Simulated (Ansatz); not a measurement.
The structure below was relaxed with PBE (Ansatz, an electronic-structure program, PAW, without spin-orbit coupling), at pressure 7.5 GPa.

Space group Pm-3n (No. 223); a = b = c = 5.284 Å, α = β = γ = 90.00°

```tsv
atom	site	symmetry	x	y	z
Si	6c	-4m.2	0.0000	0.5000	0.2500
C	6d	-4m.2	0.0000	0.2500	0.5000
```

Q: Write out a cell with all atoms.

A: 
```
SiC
1.0
    5.28369     0.00000     0.00000
    0.00000     5.28369     0.00000
    0.00000     0.00000     5.28369
Si C
6 6
Direct
  0.25000   0.00000   0.50000
  0.50000   0.25000   0.00000
  0.50000   0.75000   0.00000
  0.75000   0.00000   0.50000
  0.00000   0.50000   0.75000
  0.00000   0.50000   0.25000
  0.25000   0.50000   0.00000
  0.00000   0.25000   0.50000
  0.00000   0.75000   0.50000
  0.75000   0.50000   0.00000
  0.50000   0.00000   0.75000
  0.50000   0.00000   0.25000
```
This is the conventional cell.

Load acts through the strain it causes; cell and atoms are relaxed under it. No phonon test of stability was made. No other phases were tried under pressure. The cell was made from SiC (space group Pm-3n, No. 223; a hypothetical phase, not in the database extracts checked) by this change: pressure 7.5 GPa.
